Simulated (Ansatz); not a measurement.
# SnO, thickness series

Take SnO in the litharge type structure (space group P4/nmm, No. 129; a = 3.770 Å, c = 4.560 Å; layered, stacked along the Cartesian z axis) as the base.

Free-standing slabs (4 atom(s) a layer) normal to the stacking axis with 15 Å of vacuum; in-plane cell relaxed.

Levels (all Ansatz, a first-principles code, PAW): PBEsol-D3(BJ) (420 eV, without spin-orbit coupling); r2SCAN (500 eV, spin-orbit coupling left out); HSE06 (420 eV, scalar-relativistic without spin-orbit coupling).

Band gaps by level, all at the geometries relaxed with PBEsol-D3(BJ):

```tsv
case	PBEsol-D3(BJ)	r2SCAN	HSE06
base	zero	zero	–
1 layer	3.01 eV	[?]	[?]
2 layers	0.68 eV	[?]	[?]
```

Q: Some entries are withheld; estimate them.

A: 
- 1 layer, r2SCAN: 3.45 eV
- 1 layer, HSE06: 3.99 eV
- 2 layers, r2SCAN: 0.85 eV
- 2 layers, HSE06: 1.15 eV

Single points use the geometry relaxed with PBEsol-D3(BJ). HSE06 gaps are upper bounds (no full band path). Stability against distortions was not tested. The final runs are not spin-polarised. A zero or small gap of SnO can be the functional's error rather than a property of the material.
